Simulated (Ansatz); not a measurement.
TiSi2 (Fddd, No. 70) was calculated with PBE (plane waves, PAW; Ansatz, a quantum-chemistry and plane-wave program).

Settings: plane-wave cutoff 520 eV, 16×16×16 k mesh, Fermi–Dirac smearing 0.057 eV (set by the program), no spin polarisation, scalar-relativistic PAW data made under PBE.

Computed at the level's own relaxed cell.

```
CELL_PARAMETERS angstrom
      0.00000     4.13188     4.28248
      2.40315     0.00000     4.28248
      2.40315     4.13188     0.00000
ATOMIC_POSITIONS crystal
  Ti 0.00000 0.00000 0.00000
  Ti 0.25000 0.25000 0.25000
  Si 0.66303 0.33697 0.66303
  Si 0.33697 0.66303 0.33697
  Si 0.58697 0.91303 0.58697
  Si 0.91303 0.58697 0.91303
```

Problem. Give the elastic tensor (Voigt notation, GPa, ions relaxed, in the Cartesian axes of the cell as printed).

Solution. 
```
  312.4    27.1    80.8     0.0     0.0     0.0
   27.1   311.7    25.1     0.0     0.0     0.0
   80.8    25.1   400.6     0.0     0.0     0.0
    0.0     0.0     0.0    72.7     0.0     0.0
    0.0     0.0     0.0     0.0   107.1     0.0
    0.0     0.0     0.0     0.0     0.0   114.6
```

The computed numbers hold no vibrational or temperature effects.
